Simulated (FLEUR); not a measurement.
A working FLEUR input for As (R-3m, 2 atoms in the cell) (DFT, PBEsol, all-electron FLAPW (FLEUR), scalar-relativistic valence):

```xml
# input of inpgen
scf As
&input film=f /
3.6010074159 2.0790426009 7.1051850354
-3.6010074159 2.0790426009 7.1051850354
0.0000000000 -4.1580852018 7.1051850354
1.0
1.0 1.0 1.0

2
33 0.2244300000 0.2244300000 0.2244300000
33 0.7755700000 0.7755700000 0.7755700000

&comp jspins=1 /
&exco xctyp='PBEs' /
&kpt div1=7 div2=7 div3=7 /
&end /
# inp.xml
<?xml version="1.0" encoding="UTF-8" standalone="no"?>
<fleurInput fleurInputVersion="0.39">
   <comment>
      scf As                                                                                              
   </comment>
   <calculationSetup>
      <cutoffs Kmax="3.5" Gmax="12.2" GmaxXC="12.2" numbands="0"/>
      <scfLoop itmax="100" minDistance="0.00001" maxIterBroyd="25" imix="Anderson" alpha="0.05" precondParam="0.0" spinf="2.0"/>
      <coreElectrons ctail="T" frcor="F" kcrel="0" coretail_lmax="0"/>
      <xcFunctional name="PBEs" relativisticCorrections="F"/>
      <magnetism jspins="1"/>
      <soc l_soc="F" theta="0.0" phi="0.0" spav="F"/>
      <expertModes spex="0" secvar="F"/>
      <geometryOptimization l_f="T" forcealpha="1.0" forcemix="BFGS" epsdisp="0.00001" epsforce="0.00001"/>
      <ldaU l_linMix="F" mixParam="0.05" spinf="1.0"/>
   </calculationSetup>
   <cell>
      <bzIntegration valenceElectrons="30.0" mode="gauss" fermiSmearingEnergy="0.00499791">
         <kPointListSelection listName="default-1"/>
         <!-- k-points included here -->
         <xi:include xmlns:xi="http://www.w3.org/2001/XInclude" href="kpts.xml"> </xi:include>
      </bzIntegration>
      <!-- symmetry operations included here -->
      <xi:include xmlns:xi="http://www.w3.org/2001/XInclude" href="sym.xml"> </xi:include>
      <bulkLattice scale="1.0">
         <bravaisMatrix>
            <row-1>    3.6010074158999998     2.0790426008999998     7.1051850353999999</row-1>
            <row-2>   -3.6010074158999998     2.0790426008999998     7.1051850353999999</row-2>
            <row-3>    0.0000000000000000    -4.1580852017999996     7.1051850353999999</row-3>
         </bravaisMatrix>
      </bulkLattice>
   </cell>
   <atomSpecies>
      <species name="Arsenic (As)" element="As" atomicNumber="33">
         <mtSphere radius="2.26" gridPoints="781" logIncrement="0.016"/>
         <atomicCutoffs lmax="8" lnonsphr="6"/>
         <electronConfig flipSpins="F">
            <coreConfig>(1s1/2) (2s1/2) (2p1/2) (2p3/2) (3s1/2) (3p1/2) (3p3/2)</coreConfig>
            <valenceConfig>(4s1/2) (3d3/2) (3d5/2) (4p1/2) (4p3/2)</valenceConfig>
            <stateOccupation state="(4p1/2)" spinUp="0.5" spinDown="0.5"/>
            <stateOccupation state="(4p3/2)" spinUp="1.0" spinDown="1.0"/>
         </electronConfig>
         <energyParameters s="4" p="4" d="3" f="4"/>
      </species>
   </atomSpecies>
   <atomGroups>
      <atomGroup species="Arsenic (As)">
         <relPos label="                   1">.2244300000 .2244300000 .2244300000</relPos>
         <relPos label="                   2">-.2244300000 -.2244300000 -.2244300000</relPos>
         <force calculate="T" relaxXYZ="TTT"/>
      </atomGroup>
   </atomGroups>
   <output dos="F" band="F" slice="F">
      <checks vchk="F" cdinf="F"/>
      <bandDOS minEnergy="-.5*Htr" maxEnergy="0.5*Htr" sigma="0.015" storeEVData="T"/>
      <vacuumDOS vacdos="F" integ="F" star="F" nstars="0" locx1="0.0" locy1="0.0" locx2="0.0" locy2="0.0" nstm="0" tworkf="0.0"/>
      <unfoldingBand unfoldBand="F" supercellX="1" supercellY="1" supercellZ="1"/>
      <plotting iplot="0" polar="F">
         <plot TwoD="T" vec1="  1.0  0.0  0.0" vec2="  0.0  1.0  0.0" vec3="  0.0  0.0  1.0" zero="  0.0  0.0  0.0" file="plot"/>
      </plotting>
      <chargeDensitySlicing numkpt="0" minEigenval="0.0" maxEigenval="0.0" nnne="0" pallst="F"/>
      <specialOutput eonly="F"/>
      <magneticCircularDichroism mcd="F" energyLo="-10.0" energyUp="0.0"/>
   </output>
  <!-- We include the file relax.xml here to enable relaxations (see documentation) -->
  <xi:include xmlns:xi="http://www.w3.org/2001/XInclude" href="relax.xml"> <xi:fallback/> </xi:include>
</fleurInput>
```

The run converged in 12 iterations: total energy -122967.9993 eV; Fermi level (on the code's own zero) 6.41 eV; largest force (vector length) 0.613 eV/Å. Each of these slips is then made, one at a time:

(1)
```diff
-&kpt div1=7 div2=7 div3=7 /
+&kpt div1=1 div2=1 div3=1 /
```

(2)
```diff
-      <cutoffs Kmax="3.5" Gmax="12.2" GmaxXC="12.2" numbands="0"/>
+      <cutoffs Kmax="3.5" Gmax="6.3" GmaxXC="6.3" numbands="0"/>
```

What happens in each case?


(1) A single k-point for a small metallic cell. The run converged in 13 iterations without an error; against the sound input the total energy goes up by 4.49 eV/atom and the largest force goes from 0.613 to 4.959 eV/Å.

(2) A cutoff for density and potential that is too low. The run converged in 12 iterations without an error; against the sound input the total energy rises by 5.8 meV/atom.

The starting cell comes from a database of computed structures (which also holds hypothetical and non-ambient phases and stackings), without a prior relaxation at this level. Its lattice was rescaled by a random factor within 2.5 % of one. Values depend on the basis (sphere radii, cutoffs, local orbitals), which need not be converged.

Left out of this page: 3 runs of the series with a known weakness of the program; 1 run of the series outside the window shown, repeating another row's setting, or not comparable.
